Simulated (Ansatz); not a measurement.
Start from TiB₂ (space group P6/mmm, No. 191; a = 3.017 Å, c = 3.185 Å).

Calculations: Ansatz (an electronic-structure program), PBEsol, PAW, cutoff 420 eV, no spin-orbit coupling, earlier PAW set.

Base values:

The lattice parameter a is 3.017 Å.

Now apply this change: every Ti is replaced by Ca, then cell and atoms are relaxed.

Tabulated Pauling electronegativity and covalent radius: Ti 1.54, 1.60 Å; Ca 1.00, 1.76 Å.

Task: What happens to the lattice parameter a?

Result: The lattice parameter a grows by 0.181 Å to 3.198 Å.

Whether these cells are dynamically stable was not tested. For CaB2 in this form, whether it has been made was not checked. The final runs are not spin-polarised.
